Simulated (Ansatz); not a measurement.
## monoclinic HfO2: the defect B interstitial

The numbers are results of PBE, PAW (plane waves to 420 eV; Ansatz, an electronic-structure program), not measurements. The supercell holds 96 host sites (2×2×2 repeats of the unit cell), with a 2×2×2 shifted k-point sampling for the final energies. Site at the start: void with 3O nearest, no. 1. Energies of charged states are corrected for periodic images (point charge plus alignment at distant sites). Dielectric constants: PBE linear response of the host. Host gap at this level: 4.04 eV. Finite-size and sampling errors can reach tenths of an eV here. The semilocal functional narrows the gap, so deep levels can fall outside it. Spin–orbit coupling is left out, which matters for these heavy elements. Each state is the lowest found from its start.

Formation energies E_f are given with the Fermi level at the valence-band maximum. Chemical conditions: Hf-rich (Δμ(B) = -1.51 eV, bounded by HfB2 (P6/mmm); only phases computed here count, gases as isolated molecules at 0 K); O-rich (Δμ(B) = -5.92 eV, bounded by B2O3 (P3_121); only phases computed here count, gases as isolated molecules at 0 K). Reference phases: B: alpha boron.

The name describes the start; the neighbours show where the added atom ended.

```
charge         moment (μB)  point group  largest move off a lattice site (Å)  neighbours of the added atom at the end (Å)  image correction with alignment (eV)  E_f, Hf-rich (eV)  E_f, O-rich (eV)
------  ------------------  -----------  -----------------------------------  -------------------------------------------  ------------------------------------  -----------------  ----------------
+3      not spin-polarised           C1                                 0.66      O 1.45, O 1.48, O 1.49, O 1.55, Hf 2.42                                  0.94              -3.51              0.90
+2                     1.0           C1                                 0.65      O 1.47, O 1.47, O 1.49, O 1.55, Hf 2.44                                  0.49               0.18              4.59
+1      not spin-polarised           C1                                 0.64      O 1.47, O 1.48, O 1.49, O 1.55, Hf 2.46                                  0.18               4.00              8.41
0†                     1.0            –                                 1.11      O 1.39, O 1.45, O 1.48, O 1.57, Hf 2.43                                  0.00               7.59             12.00
```

† Not settled in this cell, so no level is given: charge 0: carriers not clearly localised.

Point groups are those of the whole cell at tolerances of 0.03 and 0.1 Å ("near" where only the looser one holds); none is given for unsettled states.

Not the lowest form: the same atoms on another site or from another start ended lower, by 0.30 eV at charge +2; by 1.32 eV at charge +1. The levels below are those of this configuration alone.

Transition levels above the valence-band maximum: ε(+3/+2) = 3.69 eV; ε(+2/+1) = 3.82 eV.

Flagged in the runs: a host whose relaxation on this sampling wasn't shown to rest, a strain field that reaches the edge of the cell.
